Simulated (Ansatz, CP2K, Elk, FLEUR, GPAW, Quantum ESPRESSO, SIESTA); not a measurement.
## Code comparison for BaTiO3 (Pm-3m, 5 atoms in the cell)

Self-consistent single point.

```
BaTiO3
1.0
    4.06940     0.00000     0.00000
    0.00000     4.06940     0.00000
    0.00000     0.00000     4.06940
Ba Ti O
1 1 3
Direct
  0.50000   0.50000   0.50000
  0.00000   0.00000   0.00000
  0.50000   0.00000   0.00000
  0.00000   0.50000   0.00000
  0.00000   0.00000   0.50000
```

All programs got the same cell, k-point mesh and kind of occupations (some realise fixed ones as a very narrow smearing) (in Ansatz's words: kpoints.mp_grid.grid = 4 4 4; scf.occupations.method = fixed); potentials, basis and cutoffs are each program's usual ones.

| code | model | gap on the mesh (eV) | k-points | cutoff |
|---|---|---|---|---|
| Quantum ESPRESSO | PBE, PseudoDojo standard norm-conserving (PBE) pseudopotentials | 1.701 | 10 | 85 Ry |
| GPAW | PBE, GPAW PAW datasets PBE (gpaw-data 1.0.1) | 1.663 | 10 | 950 eV |
| SIESTA | GGA PBE, numerical atomic orbitals DZP, PseudoDojo PBE standard norm-conserving potentials (rewritten from UPF to PSML) | 1.616 | 44 | grid 300 Ry |
| CP2K | PBE, GPW, DZVP-MOLOPT-SR-GTH basis, GTH-PBE potentials (GTH_POTENTIALS) | 1.555 | 36 | grid 600 Ry |
| Ansatz | PBE, default PAW files | 1.685 | 10 | default |
| FLEUR | PBE, all-electron FLAPW (FLEUR), scalar-relativistic valence | 1.669 | 10 | Kmax 4.6 1/bohr |
| Elk | PBE, all-electron FP-LAPW, Elk's shipped species files, APW+lo basis with extra local orbitals | 1.697 | 10 | rgkmax 7.5 |

Gaps are read on the mesh.

The spread over the programs that give each value: gap on the mesh within 0.146 eV.

The starting cell comes from a database of computed structures (which also holds hypothetical and non-ambient phases and stackings), without a prior relaxation at this level. Its lattice was rescaled by a random factor within 2.5 % of one. On Ansatz's run: In the base run, with a pressure of about -6 GPa the cell is away from its equilibrium volume at this level.

Task: Why do the programs differ, and what cannot be compared?

Result: Differences of this kind can come from the potentials, where these differ, and from what each basis and cutoff leave unconverged. The zero of total energies and Fermi levels follows the potentials and each program's conventions, so they are not compared here. SIESTA and CP2K use small atom-centred bases, whose incompleteness enters pressures, forces and empty levels differently from a plane-wave cutoff. FLEUR and Elk treat all electrons, but the usual bases taken here (sphere radii, linearisation, local orbitals, empty states) were not tested for convergence, so the values are no reference for the others. The programs reduce the same mesh by symmetry to different extents, which changes the work and not the result. In the pressure, SIESTA (by 2.30) and CP2K (by 2.12) lie more than 1 GPa from the median of the plane-wave programs. In the gap, CP2K (by 0.130) lies more than 0.12 eV from the median of the plane-wave programs.

Left out of this page: ABINIT (with a known weakness of the program).

Ansatz is a quantum-chemistry and plane-wave program.

Keys are those of Ansatz 0.2.
